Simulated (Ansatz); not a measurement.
Crystal: KReO4 (I4_1/a, not sure to be the ambient phase, 12 atoms a cell, 16.9 Å³ an atom, -2 GPa at this level); planes in its conventional cell.

These are r2SCAN (plane waves, PAW; Ansatz, a quantum-chemistry and plane-wave program) values and carry that method's errors.

No gap correction and no spin-orbit coupling; mid-gap values are interpolated between computed energies.

| plane | area of the cell (Å²) | mid-gap κ (1/Å) | largest κ in the gap (1/Å) |
|---|---|---|---|
| (101) | 39.1 | 0.64 | 0.64 |
| (110) | 50.3 | ___ | ___ |
| (100) | 71.2 | ___ | ___ |

Q: The slowest decay depends on the direction. Supply the withheld values.

A: 
- (110), mid-gap κ (1/Å): 0.58
- (110), largest κ in the gap (1/Å): 0.58
- (100), mid-gap κ (1/Å): 0.61
- (100), largest κ in the gap (1/Å): 0.62
